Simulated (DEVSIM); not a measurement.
Device: GaAs n-p junction from an implanted or diffused profile, at 300 K.

```
layer (left to right)  material  thickness (μm)  Na (cm⁻³)  τn (s)  τp (s)
---------------------  --------  --------------  ---------  ------  ------
1                          GaAs            85.0     2.1e14    1e-8    1e-8
```

Added donor profile: 1.8e17 cm⁻³ × exp(−(x − 0 μm)²/(2·(0.26 μm)²)). Left contact: ohmic. Right contact: ohmic. Voltage is applied to the left contact. Recombination: SRH at mid-gap, Auger. Mobility is μmin + (μ − μmin)/(1 + (N/Nref)^α).

This is a model device: material constants are rounded textbook-type values typed into the input, and sizes, dopings and lifetimes were drawn at random. Values at 300 K.

```csv
parameter,GaAs
gap (eV),1.424
affinity (eV),4.07
permittivity,12.9
Nc (cm⁻³),4.7e17
Nv (cm⁻³),9e18
μn (cm²/Vs),8500
μp (cm²/Vs),400
"μn,min",500
"μp,min",20
"Nref,n",6e16
"Nref,p",1.5e17
αn,0.39
αp,0.38
Cn (cm⁶/s),1e-30
Cp (cm⁶/s),1e-30
```

Model (solved in DEVSIM): 1D drift-diffusion, Boltzmann statistics, complete ionisation; no tunnelling, impact ionisation, image-force lowering or self-heating.

Problem. Tabulate band edges, carrier densities and field at zero bias.

Solution. Energies count from the Fermi level of the right contact; mesh points crowd at the junctions.

```json
[
 {"x (μm)": "0.000", "Ec (eV)": "0.025", "Ev (eV)": "-1.399", "n (cm⁻³)": "1.8e17", "p (cm⁻³)": "< 1e2", "field (V/cm)": "39"},
 {"x (μm)": "0.02712", "Ec (eV)": "0.025", "Ev (eV)": "-1.399", "n (cm⁻³)": "1.8e17", "p (cm⁻³)": "< 1e2", "field (V/cm)": "110"},
 {"x (μm)": "0.07244", "Ec (eV)": "0.026", "Ev (eV)": "-1.398", "n (cm⁻³)": "1.7e17", "p (cm⁻³)": "< 1e2", "field (V/cm)": "280"},
 {"x (μm)": "0.1482", "Ec (eV)": "0.029", "Ev (eV)": "-1.395", "n (cm⁻³)": "1.5e17", "p (cm⁻³)": "< 1e2", "field (V/cm)": "570"},
 {"x (μm)": "0.3337", "Ec (eV)": "0.046", "Ev (eV)": "-1.378", "n (cm⁻³)": "7.9e16", "p (cm⁻³)": "< 1e2", "field (V/cm)": "1300"},
 {"x (μm)": "0.5460", "Ec (eV)": "0.083", "Ev (eV)": "-1.341", "n (cm⁻³)": "1.9e16", "p (cm⁻³)": "< 1e2", "field (V/cm)": "2200"},
 {"x (μm)": "0.7540", "Ec (eV)": "0.155", "Ev (eV)": "-1.269", "n (cm⁻³)": "1.2e15", "p (cm⁻³)": "< 1e2", "field (V/cm)": "5300"},
 {"x (μm)": "1.040", "Ec (eV)": "0.341", "Ev (eV)": "-1.083", "n (cm⁻³)": "8.7e11", "p (cm⁻³)": "< 1e2", "field (V/cm)": "6700"},
 {"x (μm)": "1.267", "Ec (eV)": "0.487", "Ev (eV)": "-0.937", "n (cm⁻³)": "3.1e9", "p (cm⁻³)": "1600", "field (V/cm)": "6100"},
 {"x (μm)": "1.745", "Ec (eV)": "0.746", "Ev (eV)": "-0.678", "n (cm⁻³)": "140000", "p (cm⁻³)": "3.7e7", "field (V/cm)": "4700"},
 {"x (μm)": "2.893", "Ec (eV)": "1.093", "Ev (eV)": "-0.331", "n (cm⁻³)": "< 1e2", "p (cm⁻³)": "2.5e13", "field (V/cm)": "1400"},
 {"x (μm)": "7.258", "Ec (eV)": "1.148", "Ev (eV)": "-0.276", "n (cm⁻³)": "< 1e2", "p (cm⁻³)": "2.1e14", "field (V/cm)": "≈ 0"},
 {"x (μm)": "16.14", "Ec (eV)": "1.148", "Ev (eV)": "-0.276", "n (cm⁻³)": "< 1e2", "p (cm⁻³)": "2.1e14", "field (V/cm)": "≈ 0"},
 {"x (μm)": "37.49", "Ec (eV)": "1.148", "Ev (eV)": "-0.276", "n (cm⁻³)": "< 1e2", "p (cm⁻³)": "2.1e14", "field (V/cm)": "≈ 0"},
 {"x (μm)": "69.05", "Ec (eV)": "1.148", "Ev (eV)": "-0.276", "n (cm⁻³)": "< 1e2", "p (cm⁻³)": "2.1e14", "field (V/cm)": "≈ 0"},
 {"x (μm)": "78.24", "Ec (eV)": "1.148", "Ev (eV)": "-0.276", "n (cm⁻³)": "< 1e2", "p (cm⁻³)": "2.1e14", "field (V/cm)": "≈ 0"},
 {"x (μm)": "82.03", "Ec (eV)": "1.148", "Ev (eV)": "-0.276", "n (cm⁻³)": "< 1e2", "p (cm⁻³)": "2.1e14", "field (V/cm)": "≈ 0"},
 {"x (μm)": "83.75", "Ec (eV)": "1.148", "Ev (eV)": "-0.276", "n (cm⁻³)": "< 1e2", "p (cm⁻³)": "2.1e14", "field (V/cm)": "≈ 0"},
 {"x (μm)": "84.62", "Ec (eV)": "1.148", "Ev (eV)": "-0.276", "n (cm⁻³)": "< 1e2", "p (cm⁻³)": "2.1e14", "field (V/cm)": "≈ 0"},
 {"x (μm)": "84.85", "Ec (eV)": "1.148", "Ev (eV)": "-0.276", "n (cm⁻³)": "< 1e2", "p (cm⁻³)": "2.1e14", "field (V/cm)": "≈ 0"},
 {"x (μm)": "84.95", "Ec (eV)": "1.148", "Ev (eV)": "-0.276", "n (cm⁻³)": "< 1e2", "p (cm⁻³)": "2.1e14", "field (V/cm)": "≈ 0"},
 {"x (μm)": "85.00", "Ec (eV)": "1.148", "Ev (eV)": "-0.276", "n (cm⁻³)": "< 1e2", "p (cm⁻³)": "2.1e14", "field (V/cm)": "≈ 0"}
]
```
